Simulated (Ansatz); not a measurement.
For PtSn₂ (Fm-3m, No. 225, 3 atoms in the cell; start mp-19962), LDA (Ansatz, an electronic-structure program, plane waves, PAW) gives:

```
Property              Result
-------------------  -------
lattice parameter a  6.406 Å
bulk modulus B0      114 GPa
```

Problem. What does PBEsol (plane waves, PAW; Ansatz) give for the same quantities?

Solution. 
- lattice constant a: 6.454 Å (increases by 0.7 %)
- bulk modulus: 106 GPa (shrinks by 7.0 %)

Changes are worked out from the printed values.

Unless a cell is named, each level is at its own relaxed cell (LDA 21.90, PBEsol 22.41 Å³/atom).

Levels without +SOC leave out spin–orbit coupling, which shifts energies and cells of such heavy elements.

Caveats: the bulk modulus is −V dP/dV from two relaxed cells at ±2 % in volume (LDA, PBEsol); the relaxation could not lower the start's symmetry, so the cell can be a saddle point above a distorted one (LDA, PBEsol). Ansatz's density-functional and Hartree–Fock values are scalar-relativistic unless marked +SOC, with PAW data made under PBE.

A start named mp-… is a Materials Project structure, which need not be a measured phase.
